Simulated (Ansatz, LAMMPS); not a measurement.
Random Si-Ge alloy, 4x4x4 cubic cells, lattice parameter by Vegard's rule. Cell 22.69 × 22.69 × 22.69 Å, Si153Ge359, 512 atoms. Prepared with Tersoff's 1989 multicomponent potential (SiCGe.tersoff) (LAMMPS): minimisation. 

Basis: localised support functions (accuracy medium) on a full density matrix. k-points: zone centre alone; occupations: Fermi-Dirac, 0.020 eV; spin polarisation not allowed. Spin-orbit coupling is left out.

What energy, gap and bonding does Ansatz (a first-principles code) with PBE, support functions at accuracy medium on the grid of 370 eV give?


energy over the perfect crystal(s), per atom: 17 meV/atom
Kohn-Sham gap of the cell on its k-mesh: 0.36 eV
coordination (neighbours within 2.920 Å): 100.0 % 4-fold
Ge-Ge bonds, mean ± spread: 2.486 ± 0.008 Å
Ge-Si bonds, mean ± spread: 2.438 ± 0.008 Å
Si-Si bonds, mean ± spread: 2.391 ± 0.008 Å
bond angles, mean ± spread: 109.5° ± 1.2°
pressure: -0.42 GPa
